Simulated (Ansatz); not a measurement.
Adsorption energy and surface dipole of F on the 1x1 (0001) surface of hcp Co, ferromagnetic, one in a 2x1 cell, started at the site 'hollow Co-Co-Co', worked from the runs' numbers; total energies count from the potentials' own zero.

All values below come from PBE (plane waves to 420 eV, PAW; Ansatz, a program for electronic structure).

Slab: 9 atoms, 6.0 Å thick at the start under the adsorbate (thin: gaps and levels are the slab's own); k 7x14x1, smearing 0.1 eV, dipole-corrected; 4 atoms held, the rest relaxed; symmetry of the start imposed; spin-polarised, no spin-orbit, no U, no dispersion correction. At the end it is bonded to 3 Co. In PBE this state lies 0.08 eV over the lowest of the starts that converged ('hollow Co-Co-Co over Co at depth 2.0 Å').

```tsv
quantity	value
slab with the adsorbate	-41814.811 eV
clean slab, same cell and mesh	-41006.349 eV
reference, ½ F2(g)	-805.593 eV
area of the cell	10.76 Å²
change of the step from the bottom to the top vacuum level	1.226 eV
```

Task: What is the adsorption energy against this reference?

Result: E(slab + adsorbate) − E(slab) − E(reference) = -2.87 eV, so in this state the adsorbate is more stable than in the reference, at a coverage of 9.29 a nm².

Task: What dipole does adsorption add to the slab along the outward normal (Helmholtz relation, ε₀ = 0.005526 e/(V·Å))?

Result: p = −ε₀·A·ΔV = -0.073 e·Å = -0.35 D; its negative end points to the vacuum, which raises the vacuum level.
